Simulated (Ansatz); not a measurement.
Abridged Ansatz (a first-principles code) output:

```
Pseudopotential: B, paw, valence charge 3
Pseudopotential: As, paw, valence charge 15
Crystal: 6 atoms, lattice volume = 75.386 Å³
Basis set: ecut = 420 eV, 1453 PW (Γ), exchange–correlation on 48×48×100 points (8 copies of the dense FFT grid, shifted against one another)
Bands: 33, of which v1, the nominal top of the filled ones, is band 27 counted from 1 (26 counted from 0)
Symmetry: 12 space group operations
k-points: 48 of 605 (time reversal used)
Functional: x = pbesol(κ = 0.804, μ = 0.12345679012345678), c = pbesol(β = 0.046)
SCF iter   1: F=—  HF=-14894.837356 eV  |F-HF|=—  |Δ(HF+E_count)|=         —  Δρ=6.57e-3  dr2=4.25e-2  ethr=1.77e-3  ⟨swp⟩=5.4  Hψ=6302  notcnv=0
SCF iter   2: F=—  HF=-14894.825140 eV  |F-HF|=—  |Δ(HF+E_count)|=   1.22e-2  Δρ=2.42e-3  dr2=4.99e-3  ethr=7.87e-5  ⟨swp⟩=2.0  Hψ=2227  notcnv=0  defer=47
SCF 1 converged in 8 iterations: F = -14894.823537 eV  dr2 = 2.41e-11
SCF converged after 8 iterations
Free energy (F): -14894.823537 eV
Internal energy: -14894.823472 eV  (E = F + TS)
E sigma→0 (E₀):  -14894.823504 eV
Entropy (-TS):   -0.000066 eV (-0.011 meV/atom)
Fermi energy:    12.987885 eV
--- Forces (eV/Å), atoms counted from 1 ---
  atom   1  B     -0.00000000     0.00000000     0.00000000
  atom   2  B     -0.00000000     0.00000000    -0.00000000
  atom   3  B      0.00000000     0.00000000     0.00000000
  atom   4  As    -0.00000000    -0.00000000     0.00000000
  atom   5  As    -0.00000000    -0.00000000     0.00000000
  atom   6  As     0.00000000    -0.00000000    -0.00000000
--- Stress (GPa, compression-positive) ---
       -0.000030      -0.000000      -0.000000
        0.000000      -0.000030      -0.000000
       -0.000000      -0.000000       0.006382
  P = ⅓ Tr σ = 0.0021 GPa (0.021 kbar)
```

Problem. What was computed, and what are the main results?

Solution. BAs, 6 atoms in the cell, with PBEsol/PAW in Ansatz, without spin-orbit coupling. The last SCF converged to F = -14894.823537 eV, or -2482.4706 eV per atom, at a pressure of 0.00 GPa. The total energy compares only with runs of the same code, potentials and settings.

Stability against distortions was not tested. The base started in P3_121 and relaxed to P6_422 at this level. The cell is BAs (space group P6_422, No. 181; a hypothetical phase, not in the database extracts checked).
